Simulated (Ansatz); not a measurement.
A self-consistent single point of LaTl₃ (P4mm, 4 atoms in the cell) with Ansatz (a quantum-chemistry and plane-wave program).

Method: PBEsol, default PAW files made with PBE (plane waves; Ansatz).

```xyz
4
Lattice="4.8376 0.0000 0.0000 0.0000 4.8376 0.0000 0.0000 0.0000 4.8376" Properties=species:S:1:pos:R:3 pbc="T T T"
La     0.0000     0.0000     0.0500
Tl     0.0000     2.4188     2.4188
Tl     2.4188     0.0000     2.4188
Tl     2.4188     2.4188     0.0000
```

Reference input (self-consistent single point, DFT, PBEsol, plane waves, default PAW files made with PBE): basis.ecutwfc = 30.9 Ry; kpoints.mp_grid.grid = 7 7 7; hamiltonian.xc = pbesol; hamiltonian.pseudopotentials = {kind: paw} (the program's default PAW files); scf.occupations.method = fermi_dirac; scf.occupations.width = 0.0073 Ry. This run's input differs from it in these lines:

Ansatz 0.2 input:
```diff
@@ -15,3 +15,3 @@
   mp_grid:
-    grid: [7, 7, 7]
+    grid: [12, 12, 12]
 hamiltonian:
@@ -22,4 +22,4 @@
   occupations:
-    method: fermi_dirac
-    width: 0.0073 Ry
+    method: gaussian
+    width: 0.0007 Ry
 output:
```

Log, with long lists cut:

```
SCF iter   1: F=—  HF=-40049.897858 eV  |F-HF|=—  |Δ(HF+E_count)|=         —  Δρ=2.61e-3  dr2=1.20e-2  ethr=1.77e-3  ⟨swp⟩=5.5  Hψ=25034  notcnv=0
all-band conjugate gradients solve this SCF's bands
preconditioner: auto → Kerker (q_TF=auto, 2.381 Å⁻¹)
SCF iter   2: F=—  HF=-40049.893958 eV  |F-HF|=—  |Δ(HF+E_count)|=   3.90e-3  Δρ=1.18e-3  dr2=3.05e-3  ethr=2.39e-5  ⟨swp⟩=3.1  Hψ=13658  notcnv=0  defer=174
SCF iter   3: F=—  HF=-40049.893169 eV  |F-HF|=—  |Δ(HF+E_count)|=   7.89e-4  Δρ=3.30e-4  dr2=3.08e-4  ethr=6.10e-6  ⟨swp⟩=2.1  Hψ=10572  notcnv=0  defer=174
SCF iter   4: F=—  HF=-40049.893078 eV  |F-HF|=—  |Δ(HF+E_count)|=   9.14e-5  Δρ=6.43e-5  dr2=6.81e-6  ethr=6.17e-7  ⟨swp⟩=2.1  Hψ=7956  notcnv=0  defer=174
SCF iter   5: F=—  HF=-40049.893074 eV  |F-HF|=—  |Δ(HF+E_count)|=   3.45e-6  Δρ=2.04e-5  dr2=6.77e-7  ethr=1.36e-8  ⟨swp⟩=2.1  Hψ=10341  notcnv=0  defer=174
SCF iter   6: F=-40049.893074 eV  HF=-40049.893074 eV  |F-HF|=2.84e-10  |Δ(HF+E_count)|=   2.41e-8  Δρ=4.61e-6  dr2=4.22e-8  ethr=2.00e-10  ⟨swp⟩=7.9  Hψ=25769  notcnv=0
SCF 1 converged in 6 iterations: F = -40049.893074 eV  dr2 = 4.22e-8
Free energy (F): -40049.893074 eV
Internal energy: -40049.892791 eV  (E = F + TS)
E sigma→0 (E₀):  -40049.892933 eV
Entropy (-TS):   -0.000283 eV (-0.071 meV/atom)
Fermi energy:    11.453803 eV
--- Forces (eV/Å), atoms counted from 1 ---
  atom   1  La    -0.00000000     0.00000000    -0.20346487
  atom   2  Tl     0.00000000     0.00000000     0.10978644
  atom   3  Tl     0.00000000     0.00000000     0.10978644
  atom   4  Tl     0.00000000     0.00000000    -0.01610999
--- Stress (GPa, compression-positive) ---
       -1.319204       0.000000      -0.000000
        0.000000      -1.319204       0.000000
       -0.000000       0.000000      -1.319934
  P = ⅓ Tr σ = -1.3194 GPa (-13.194 kbar)
  The stress holds the Pulay correction. Without it, at fixed plane waves, as pw.x and ABINIT print it: P = -1.3536 GPa
```

The run converged in 6 iterations. Against the reference run the free energy rises by 11.7 meV/atom, the pressure moves little (-1.29 to -1.32 GPa) and the largest force moves little (0.204 to 0.203 eV/Å).

The starting cell comes from a database of computed structures (which also holds hypothetical and non-ambient phases and stackings), without a prior relaxation at this level. Its lattice was rescaled by up to half a per cent. One atom was moved a little off its site on purpose. Ansatz's pressure includes its estimate of the finite-basis (Pulay) stress.

Cost on one core of a shared machine: roughly 40 s.
